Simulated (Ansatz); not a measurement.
The cell is made up: elements placed on another compound's structure type, so the phase may be hypothetical.

The decay constant κ of evanescent states in the gap governs leakage through a thin film.

Consider the following.

```xyz
12
Lattice="6.9823 0.0000 0.0000 0.0000 6.9823 0.0000 0.0000 0.0000 6.9823" Properties=species:S:1:pos:R:3 pbc="T T T"
Al     5.2367     0.0000     3.4912
Al     3.4912     5.2367     0.0000
Al     3.4912     1.7456     0.0000
Al     1.7456     0.0000     3.4912
Al     0.0000     3.4912     5.2367
Al     0.0000     3.4912     1.7456
As     5.2367     3.4912     0.0000
As     0.0000     5.2367     3.4912
As     0.0000     1.7456     3.4912
As     1.7456     3.4912     0.0000
As     3.4912     0.0000     5.2367
As     3.4912     0.0000     1.7456
```

Space group of this cell: Pm-3n. The cell was relaxed by PBE-D3(BJ).

Transport runs along the normal of the first two printed cell vectors.

The gap is the functional's own. No spin-orbit coupling. Mid-gap values are interpolated on the energy grid.

Q: Estimate the band gap and the smallest decay constant κ at mid-gap that Ansatz (a first-principles code) with PBEsol returns for this system.

A: Gap 1.22 eV on a 6×6×6 mesh; κ = 0.097 1/Å, at the zone centre.
